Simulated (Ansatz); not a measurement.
## KF under a change: uniaxial strain ε_zz = +1.50 %

Base system: KF in the rock salt structure (space group Fm-3m, No. 225; a = 5.3068 Å). Axes: x, y, z lie along the cube axes.

Now apply this change: uniaxial strain ε_zz = +1.50 %, all other strain components held at zero, atoms relaxed at fixed cell.

Calculations: PBEsol/PAW in Ansatz (a first-principles code), scalar-relativistic without spin-orbit coupling. Settings: 11×11×11 k-points, 0.05 eV Fermi–Dirac smearing.

```json
[
 {"quantity": "volume per atom", "base": "18.68 Å³", "changed": "18.96 Å³", "shift": "+0.28 Å³"},
 {"quantity": "shortest interatomic distance", "base": "2.653 Å", "changed": "2.653 Å", "shift": "0.000 Å"},
 {"quantity": "energy relative to the base (free energy F)", "base": "0 meV/atom", "changed": "+0.9 meV/atom", "shift": "+0.9 meV/atom"},
 {"quantity": "pressure (mean of the normal stresses, compression positive)", "base": "-0.01 GPa", "changed": "-0.46 GPa", "shift": "-0.456 GPa"},
 {"quantity": "band gap", "base": "6.15 eV", "changed": "6.07 eV", "shift": "-0.08 eV"},
 {"quantity": "gap character", "base": "direct at Γ", "changed": "direct at Γ", "shift": "–"},
 {"quantity": "electron mass", "base": "0.54 mₑ (at Γ)", "changed": "0.54 mₑ (at Γ)", "shift": "–"},
 {"quantity": "valence-band top at Γ (three highest levels, from the VBM)", "base": "0.00, 0.00, 0.00 eV", "changed": "0.00, 0.00, -0.02 eV", "shift": "–"},
 {"quantity": "stress (xx, yy, zz, yz, xz, xy; compression positive)", "base": "–", "changed": "(-0.22, -0.22, -0.95, 0.00, 0.00, 0.00) GPa", "shift": "–"}
]
```

Masses are band curvatures over ±0.01 Å⁻¹ around the edge. Stability against distortions was not tested. k-point labels follow each cell's own Brillouin zone.
